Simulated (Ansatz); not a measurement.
Several settings converged on TlCu2S2 (I4mm, 5 atoms in the cell)

```
Tl(CuS)2
1.0
   -1.88931     1.88931     6.81150
    1.88931    -1.88931     6.81150
    1.88931     1.88931    -6.81150
Tl Cu S
1 2 2
Direct
  0.00367   0.00367   0.00000
  0.75000   0.25000   0.50000
  0.25000   0.75000   0.50000
  0.64799   0.64799   0.00000
  0.35201   0.35201   0.00000
```

Base method: PBEsol, default PAW files made with PBE (plane waves; Ansatz, a program for electronic structure).

Base settings: basis.ecutwfc = 420 eV; kpoints.mp_grid.grid = 8 8 8; hamiltonian.xc = pbesol; hamiltonian.pseudopotentials = {kind: paw} (the program's default PAW files); scf.occupations.method = gaussian; scf.occupations.width = 0.1 eV.

The count of work is k-points × plane waves × bands × iterations; it is no time. Core times come from one kind of shared machine, to one figure; runs under 30 s give none.

**The k-point mesh**

The second cell is the first with its lattice scaled by 0.98.

Only quantities that move along the ladder and can be compared are tabulated.

```tsv
kpoints.mp_grid.grid	free energy less the last step's (meV/atom)	energy of the compressed cell less the first (meV/atom)	pressure (GPa)	largest difference of a force vector from the last step's (eV/Å)	count of work / last
2 2 2	142.87	6.97	-1.28	0.117	0.010
3 3 3	25.67	-4.47	-2.74	0.145	0.017
4 4 4	5.01	-7.20	-3.10	0.107	0.042
6 6 6	-1.27	-8.76	-3.29	0.041	0.097
8 8 8	0.07	-8.72	-3.28	0.015	0.19
9 9 9	-0.14	-8.87	-3.30	0.007	0.24
11 11 11	-0.26	-8.80	-3.30	0.004	0.36
16 16 16	0.00	-8.75	-3.29	0.000	1.0
```

Coarsest kpoints.mp_grid.grid that holds the forces within 0.02 eV/Å of the last step, with all finer ones: 8 8 8, at 0.19 of the last step's count of work; the step before is off by 0.041 eV/Å.

Coarsest kpoints.mp_grid.grid that holds the pressure within 0.1 GPa of the last step, with all finer ones: 6 6 6, at 0.097 of the last step's count of work; the step before is off by 0.19 GPa.

Coarsest kpoints.mp_grid.grid that holds the free energy within 1 meV/atom of the last step, with all finer ones: 8 8 8, at 0.19 of the last step's count of work; the step before is off by 1.3 meV/atom.

The energy difference between the two cells stays within 1 meV/atom of the last step's from 6 6 6 on, the total only from 8 8 8 on: much of the error is common to both cells and cancels.

**The k-point mesh at a smearing width of 0.05 eV**

In this ladder: scf.occupations.width = 0.05 eV.

The second cell is the first with its lattice scaled by 0.98.

Only quantities that move along the ladder and can be compared are tabulated.

| kpoints.mp_grid.grid | free energy less the last step's (meV/atom) | energy of the compressed cell less the first (meV/atom) | pressure (GPa) | largest difference of a force vector from the last step's (eV/Å) | count of work / last | core time / last (rough) |
|---|---|---|---|---|---|---|
| 4 4 4 | 4.81 | -7.23 | -3.11 | 0.115 | 0.012 | – |
| 5 5 5 | -2.59 | -8.53 | -3.28 | 0.008 | 0.017 | – |
| 6 6 6 | -1.29 | -8.92 | -3.31 | 0.040 | 0.028 | – |
| 9 9 9 | 0.03 | -9.01 | -3.32 | 0.016 | 0.079 | – |
| 13 13 13 | -0.40 | -8.88 | -3.31 | 0.009 | 0.18 | 0.2 |
| 16 16 16 | 0.00 | -8.85 | -3.30 | 0.002 | 0.33 | 0.3 |
| 24 24 24 | 0.00 | -8.81 | -3.30 | 0.000 | 1.0 | 1 |

Coarsest kpoints.mp_grid.grid that holds the forces within 0.005 eV/Å of the last step, with all finer ones: 16 16 16, at 0.33 of the last step's count of work and about 0.3 of the last step's time; the step before is off by 0.009 eV/Å.

Coarsest kpoints.mp_grid.grid that holds the energy of the compressed cell less the first within 0.5 meV/atom of the last step, with all finer ones: 5 5 5, at 0.017 of the last step's count of work; the step before is off by 1.6 meV/atom.

Coarsest kpoints.mp_grid.grid that holds the pressure within 0.05 GPa of the last step, with all finer ones: 5 5 5, at 0.017 of the last step's count of work; the step before is off by 0.19 GPa.

The energy difference between the two cells stays within 1 meV/atom of the last step's from 5 5 5 on, the total only from 9 9 9 on: much of the error is common to both cells and cancels.

**The width of Gaussian smearing**

In this ladder: kpoints.mp_grid.grid = 13 13 13.

Narrow widths need finer meshes than wide ones, so the last steps can hold mesh noise.

Only quantities that move along the ladder and can be compared are tabulated; pressure and forces are left out, as mesh noise rules them at narrow widths.

```tsv
scf.occupations.width	free energy less the last step's (meV/atom)	energy extrapolated to zero width less the last step's (meV/atom)
1 eV	-115.18	-19.60
0.5 eV	-33.38	-2.08
0.3 eV	-11.32	0.56
0.2 eV	-4.04	0.46
0.1 eV	0.00	0.00
```

State of the energy extrapolated to zero width at the end of the ladder: still drifting one way, by 0.56 meV/atom over the last two steps, so the last step is no safe reference.

Widest scf.occupations.width that holds the free energy within 5 meV/atom: not settled: the last two steps still differ by 4.0 meV/atom, over half the tolerance, so the ladder does not show it.

The extrapolation to zero width removes most of the smearing's effect on the energy.

On the base run: the starting cell comes from a database of computed structures (which also holds hypothetical and non-ambient phases and stackings), without a prior relaxation at this level. Its lattice was rescaled by up to half a per cent. One atom was moved a little off its site on purpose. Spin polarisation is off; with an odd number of electrons in the cell that forces a metal, and a magnetic state may lie lower. In the base run, with a pressure of about -3 GPa the cell is away from its equilibrium volume at this level. Ansatz's pressure includes its estimate of the finite-basis (Pulay) stress.

Left out of this page: 1 run of the series outside the window shown, repeating another row's setting, or not comparable.

Keys are those of Ansatz 0.2.
